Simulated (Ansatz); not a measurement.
Here is the system:

```xyz
3
Lattice="0.0000 2.5497 2.5497 2.5497 0.0000 2.5497 2.5497 2.5497 0.0000" Properties=species:S:1:pos:R:3 pbc="T T T"
Hf     0.0000     0.0000     0.0000
O      1.2749     1.2749     1.2749
O      3.8246     3.8246     3.8246
```

No spin polarisation.

Computed with r2SCAN (Ansatz, a program for electronic structure; PAW; 500 eV plane waves; no spin-orbit coupling). Γ-centred 11×11×11 mesh, Fermi–Dirac width 0.05 eV.

Q: Predict the gap character, width of the top valence band and space group.

A: 
- Gap character = direct at X
- Width of the top valence band = 1.87 eV
- Space group = Fm-3m (No. 225)

Spin-orbit coupling, missing from the scalar runs, can matter with Hf. The cells carry an imposed strain or load. No phonon test of stability was made. The cell was made from HfO₂ in the fluorite structure (space group Fm-3m, No. 225) by this change: isotropic strain +0.81 %. This is not the structure that HfO2 has at room temperature and ambient pressure.
